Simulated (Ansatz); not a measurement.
The parent structure is Ba4As2O (space group I4/mmm, No. 139; a cell from a computed database, its experimental status unchecked).

```xyz
7
Lattice="-2.5499 2.5499 8.5427 2.5499 -2.5499 8.5427 2.5499 2.5499 -8.5427" Properties=species:S:1:pos:R:3 pbc="T T T"
Ba     0.0000     0.0000    11.5354
Ba     0.0000     0.0000     5.5500
Ba     0.0000     2.5499     0.0000
Ba     2.5499     0.0000     0.0000
As     0.0000     0.0000    14.7687
As     0.0000     0.0000     2.3167
O      0.0000     0.0000     8.5427
```

Level of theory: plane-wave PAW DFT at the PBEsol level (Ansatz, a quantum-chemistry and plane-wave program, 420 eV), spin-orbit coupling left out.

Carriers are added at fixed cell with a uniform background; the Fermi–Dirac width is that of 300 K.

One change was made to it. Results:

```json
[
 {"quantity": "Fermi level relative to the doped band's edge (positive inside the band; to 0.05 eV)", "base": "–", "after": "+0.75 eV"},
 {"quantity": "gap between the host's bands", "base": "0.56 eV", "after": "0.56 eV"},
 {"quantity": "gap character", "base": "direct at M", "after": "direct at M"},
 {"quantity": "largest internal atomic displacement", "base": "–", "after": "0.013 Å"}
]
```

Problem. Which change produced these results?
(A) holes 5.0×10^21 cm⁻³
(B) electrons 5.0×10^21 cm⁻³
(C) electrons 2.0×10^21 cm⁻³
(D) holes 2.0×10^21 cm⁻³

Solution. C, electrons 2.0×10^21 cm⁻³. For comparison, the Fermi level from band edge in the other runs: holes 2.0×10^21 cm⁻³ gives +0.25 eV; holes 5.0×10^21 cm⁻³ gives +0.40 eV; electrons 5.0×10^21 cm⁻³ gives +1.00 eV.

Charged cell with a jellium background: band edges are those of the host's band count, energies are not comparable with the neutral cell, and many-body gap narrowing is missing. Whether these cells are dynamically stable was not tested.
